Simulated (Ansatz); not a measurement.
Effect of biaxial strain −1.50 %, plane normal [001], relaxed out of plane on LiNbO3

The reference is LiNbO3 (space group R3c, No. 161).

```
LiNbO3
1.0
    2.53373     1.46285     4.56243
   -2.53373     1.46285     4.56243
    0.00000    -2.92570     4.56243
Li Nb O
2 2 6
Cartesian
  0.00000   0.00000   3.84809
  0.00000   0.00000  10.69173
  0.00000   0.00000  13.65335
  0.00000   0.00000   6.80971
 -0.65928  -1.40893   5.42216
  1.54981   0.13351   5.42216
 -0.89053   1.27542   5.42216
 -1.64320  -0.18744   7.70337
  0.65928   1.51678   7.70337
  0.98393  -1.32934   7.70337
```

Cartesian axes are those of the cell as printed.

It is then changed as follows: biaxial strain −1.50 %, plane normal [001], relaxed out of plane (Cartesian); in-plane vectors clamped, the third vector and the atoms free.

The values are results of LDA/PAW in Ansatz (a program for electronic structure), no spin-orbit coupling, not measurements. Settings: 8×8×8 k-points, 0.05 eV Fermi–Dirac smearing.

| quantity | base | changed | shift |
|---|---|---|---|
| volume per atom | 10.15 Å³ | 9.94 Å³ | -0.21 Å³ |
| space group | R3c (No. 161) | R3c (No. 161) | – |
| shortest interatomic distance | 3.552 bohr | 3.544 bohr | -0.0085 bohr |
| energy relative to the base (free energy F) | 0 meV/atom | +3.5 meV/atom | +3.5 meV/atom |
| pressure (mean of the normal stresses, compression positive) | 0.00 GPa | 2.50 GPa | +2.50 GPa |
| band gap (an upper bound: an edge found on the path is not a true extremum; both cells) | 3.50 eV | 3.51 eV | +0.01 eV |
| out-of-plane strain | – | +0.97 % | – |
| ratio −ε⊥/ε∥ | – | 0.65 | – |
| mean in-plane stress (compression positive) | – | +3.7 GPa | – |

Cost of the whole job for the changed cell (relaxation, final SCF and bands): about 2.5 core-minutes (a rough figure).

No phonon test of stability was made.
